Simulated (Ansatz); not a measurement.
The starting structures come from a database of crystals and need not be the phases stable at ambient conditions.

 Where the default PAW files enter, the runs use the earlier of Ansatz's two default sets.

Tunnelling through a barrier is set by its complex band structure: the current falls as exp(−2κd) with the smallest κ.

Here is the system:

```xyz
10
Lattice="6.6648 0.0000 0.0000 3.0992 5.9003 0.0000 -3.0992 -1.8728 5.5952" Properties=species:S:1:pos:R:3 pbc="T T T"
Cs     0.0132     0.0080     4.2414
Cs     6.4447     3.8945     1.4438
Pb     9.6564     5.8353     0.0468
Pb     3.2248     1.9488     2.8444
F      1.4071     3.3067     3.9731
F      1.8135     0.6368     1.1984
F      3.5817     0.1672     4.6110
F      4.7394     3.3232     3.9960
F      5.1459     1.0794     1.8134
F      3.3485     3.5946     1.1755
```

Space group of this cell: R3c. The cell is taken as given.

Transport runs along the normal of the first two printed cell vectors, the (101) plane of the conventional cell.

No gap correction and no spin-orbit coupling; mid-gap values are interpolated between computed energies.

Question: Estimate the band gap and the smallest decay constant κ at mid-gap that PBEsol (Ansatz, a quantum-chemistry and plane-wave program) returns for this system.

Answer: Gap 3.50 eV on a 6×6×6 mesh; κ = 0.385 1/Å, at the zone centre.
